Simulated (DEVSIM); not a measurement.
Structure: Cr/SiO2/p-GaSb capacitor, at 400 K.

```csv
layer (left to right),material,thickness (nm),Na (cm⁻³)
1,SiO2,1.50,-
2,GaSb,1200,2.7e17
```

Metal gate on the left, work function 4.5 eV. Fixed charge at the semiconductor interface 0 cm⁻² (in units of +e); no interface traps.

This is a model device: material constants are rounded textbook-type values typed into the input, and sizes, dopings and lifetimes were drawn at random. Values at 300 K; Nc and Nv go as T^1.5, mobilities as T to minus their exponent, the gap by Varshni's rule with the affinity fixed.

```csv
parameter,SiO2,GaSb
gap (eV),9,0.726
affinity (eV),0.9,4.06
permittivity,3.9,15.7
Nc (cm⁻³),-,2.1e17
Nv (cm⁻³),-,1.8e19
Varshni α (eV/K),-,0.00042
Varshni β (K),-,140
```

Model (solved in DEVSIM): 1D Poisson equation in equilibrium, Boltzmann statistics, complete ionisation; no quantum confinement or tunnelling. Metal contacts follow the ideal Schottky-Mott rule: no Fermi-level pinning, no interface dipoles.

Problem. Tabulate band edges, carrier densities and field at 0.25 V on the gate.

Solution. Energies count from the Fermi level of the right contact; mesh points crowd at the junctions.

```
x (μm)     Ec (eV)  Ev (eV)  n (cm⁻³)  p (cm⁻³)  field (V/cm)
---------  -------  -------  --------  --------  ------------
0.000        3.350   -5.650     < 1e2     < 1e2        480000
0.0006063    3.379   -5.621     < 1e2     < 1e2        480000
0.001087     3.402   -5.598     < 1e2     < 1e2        480000
0.001811     0.266   -0.422    1.4e14    1.4e14        120000
0.003655     0.287   -0.400    7.8e13    2.5e14        110000
0.006438     0.318   -0.370    3.2e13    6.1e14        100000
0.01155      0.367   -0.320    7.7e12    2.5e15         89000
0.02560      0.462   -0.225    4.9e11    4.0e16         48000
0.04839      0.518   -0.169    9.6e10    2.0e17          9000
0.08869      0.528   -0.160    7.3e10    2.7e17           220
0.1628       0.528   -0.160    7.2e10    2.7e17           ≈ 0
0.3662       0.528   -0.160    7.2e10    2.7e17           ≈ 0
0.6595       0.528   -0.160    7.2e10    2.7e17           ≈ 0
0.9073       0.528   -0.160    7.2e10    2.7e17           ≈ 0
1.076        0.528   -0.160    7.2e10    2.7e17           ≈ 0
1.134        0.528   -0.160    7.2e10    2.7e17           ≈ 0
1.165        0.528   -0.160    7.2e10    2.7e17           ≈ 0
1.182        0.528   -0.160    7.2e10    2.7e17           ≈ 0
1.194        0.528   -0.160    7.2e10    2.7e17           ≈ 0
1.198        0.528   -0.160    7.2e10    2.7e17           ≈ 0
1.200        0.528   -0.160    7.2e10    2.7e17           ≈ 0
1.202        0.528   -0.160    7.2e10    2.7e17           ≈ 0
```
